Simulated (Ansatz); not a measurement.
# Effect of pressure 0.7 GPa on BeTe

Start from BeTe in the zinc blende structure (space group F-43m, No. 216; a = 5.6637 Å).

One thing is altered: cell and atoms relaxed at a pressure of 0.7 GPa.

Level of theory: Kohn–Sham DFT with the PBE functional, run in Ansatz (a program for electronic structure) with PAW and 420 eV plane waves, spin-orbit coupling left out. Settings: 10×10×10 k-points, 0.05 eV Fermi–Dirac smearing.

| quantity | base | changed | shift |
|---|---|---|---|
| volume per atom | 22.71 Å³ | 22.44 Å³ | -0.27 Å³ |
| density | 4.99 g/cm³ | 5.05 g/cm³ | +0.06 g/cm³ |
| lattice parameter a | 5.664 Å | 5.641 Å | -0.023 Å |
| shortest interatomic distance | 2.452 Å | 2.443 Å | -0.0098 Å |
| enthalpy H = E + PV relative to the base's energy | – | +0.10 eV/atom | – |
| band gap | 2.03 eV | 2.00 eV | -0.03 eV |
| gap character | indirect, Γ → X | indirect, Γ → X | – |
| width of the top valence band | 3.12 eV | 3.18 eV | +0.06 eV |
| electron mass | 1.9 mₑ along k, 0.26 mₑ across (at X) | 1.9 mₑ along k, 0.26 mₑ across (at X) | – |
| hole mass (degenerate bands, along [100]) | 0.20, 0.35, 0.35 mₑ (at Γ) | 0.20, 0.35, 0.35 mₑ (at Γ) | – |
| valley order (the lowest conduction-band minima on the path, energy above the VBM, named in the base's zone) | X along ⟨100⟩ 2.03 eV; L along ⟨111⟩ 3.04 eV | X along ⟨100⟩ 2.00 eV; L along ⟨111⟩ 3.07 eV | – |

With Te present, leaving out spin-orbit coupling can change the band edges. Load acts through the strain it causes; cell and atoms are relaxed under it. Effective masses come from finite differences of ±0.01 Å⁻¹. Along k means along the line from Γ to the band edge. Stability against distortions was not tested.
